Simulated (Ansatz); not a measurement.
B6P (R-3m), PBEsol, rigid bands (Ansatz, a program for electronic structure): N_c = 2.58e19 cm⁻³ at 300 K and an electron conductivity mass of 0.510 mₑ along y (a = (2.98, 1.72, 3.93) Å; b = (-2.98, 1.72, 3.93) Å; c = (0.00, -3.45, 3.93) Å).

Task: For 1e17 electrons per cm³ at 300 K, place the Fermi level, estimate the Seebeck coefficient of a parabolic band with constant τ, and give mobility and conductivity for τ = 20 fs.

Result: The level lies k_BT ln(N_c/n) = 0.144 eV below the conduction-band minimum. S ≈ −(k_B/e)[ln(N_c/n) + 5/2] = -694 μV/K, against -692 μV/K from the full bands (mean over directions). μ = eτ/m = 69.0 cm²/(V·s) and σ = neμ = 1.11 S/cm. τ is assumed, not computed.

Band transport and this doping are assumed; polarons and phonon drag are left out. Spin-orbit coupling is left out.

Computed structure with no diffraction record at hand here (it may be known, metastable or hypothetical): B6P (R-3m).
